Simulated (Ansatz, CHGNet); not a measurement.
## How well does each level of theory give the formation enthalpy of TiAl₃ (I4/mmm, No. 139)?

Reference value: -0.379 ± 0.01 eV/atom (measured, 298 K, copied from a table, unchecked, not corrected to a static lattice; as tabulated in Wang et al. (2021), doi:10.1038/s41598-021-94550-5).

```csv
level (code),value (eV/atom),difference (eV/atom)
CHGNet-r²SCAN (CHGNet),-0.464,-0.085
LDA (Ansatz),-0.419,-0.040
PBE (Ansatz),-0.398,-0.019
PBEsol (Ansatz),-0.405,-0.026
r²SCAN (Ansatz),-0.436,-0.057
HSE06 (Ansatz),-0.443,-0.064
PBE0 (Ansatz),-0.459,-0.080
```

Nearest, and too close to rank with a margin of 0.050 eV/atom (twice that across the reference) picked here for doubts on the reference and the settings, and for temperature and zero-point motion: PBE (-0.019 eV/atom), PBEsol (-0.026 eV/atom), LDA (-0.040 eV/atom), r²SCAN (-0.057 eV/atom), HSE06 (-0.064 eV/atom). Farthest off: CHGNet-r²SCAN (-0.085 eV/atom), PBE0 (-0.080 eV/atom). Within 0.1 eV/atom: CHGNet-r²SCAN, LDA, PBE, PBEsol, r²SCAN, HSE06, PBE0. The least costly first-principles kind among them: DFT without exact exchange (LDA, PBE, PBEsol, r²SCAN).

The reference has no zero-point or thermal correction, while the calculations are for a static lattice, so the differences are not the levels' errors alone.  HSE06, PBE0: the run has no spin polarisation, so it can have missed a magnetic state. Each level is taken at its own relaxed cell. Cutoffs and k meshes differ between the levels. Ansatz's density-functional and Hartree–Fock values are scalar-relativistic unless marked +SOC, with PAW data made under PBE.

Machine-learned potentials (CHGNet-r²SCAN) are trained on DFT data, which may include these solids.

Differences are worked out from the printed values.

Ansatz is a quantum-chemistry and plane-wave program.
